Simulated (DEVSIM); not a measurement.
Device: abrupt In0.53Ga0.47As p-n junction, at 350 K.

Layer 1 from the left is In0.53Ga0.47As, thickness (μm) 0.890, Na (cm⁻³) 2.4e17, τn (s) 6.9e-10, τp (s) 6.9e-10. Layer 2 from the left is In0.53Ga0.47As, thickness (μm) 22.0, Nd (cm⁻³) 7.1e14, τn (s) 6.9e-10, τp (s) 6.9e-11.

Left contact: ohmic. Right contact: ohmic. Voltage is applied to the left contact. Recombination: SRH at mid-gap, radiative, Auger. Mobility is μmin + (μ − μmin)/(1 + (N/Nref)^α).

Constants are typed, rounded textbook-type inputs, not results; the design itself was drawn at random and stands for no fabricated device. Values at 300 K; Nc and Nv go as T^1.5, mobilities as T to minus their exponent, the gap by Varshni's rule with the affinity fixed.

In0.53Ga0.47As: gap (eV) 0.74, affinity (eV) 4.51, permittivity 13.9, Nc (cm⁻³) 2.1e17, Nv (cm⁻³) 7.7e18, μn (cm²/Vs) 12000, μp (cm²/Vs) 300, μn,min 300, μp,min 10, Nref,n 1.3e17, Nref,p 4.9e17, αn 0.48, αp 0.4, T exponent of μn 1.6, T exponent of μp 1.6, B (cm³/s) 9.6e-11, Cn (cm⁶/s) 5e-29, Cp (cm⁶/s) 5e-29, Varshni α (eV/K) 0.00035, Varshni β (K) 190.

Model (solved in DEVSIM): 1D drift-diffusion, Boltzmann statistics, complete ionisation; no tunnelling, impact ionisation, image-force lowering or self-heating.

Task: What does the simulation give for the potential step across the device at zero bias, the dark forward voltage at 1 A/cm²?

Result: potential step across the device at zero bias 0.435 V; dark forward voltage at 1 A/cm² 0.135 V.
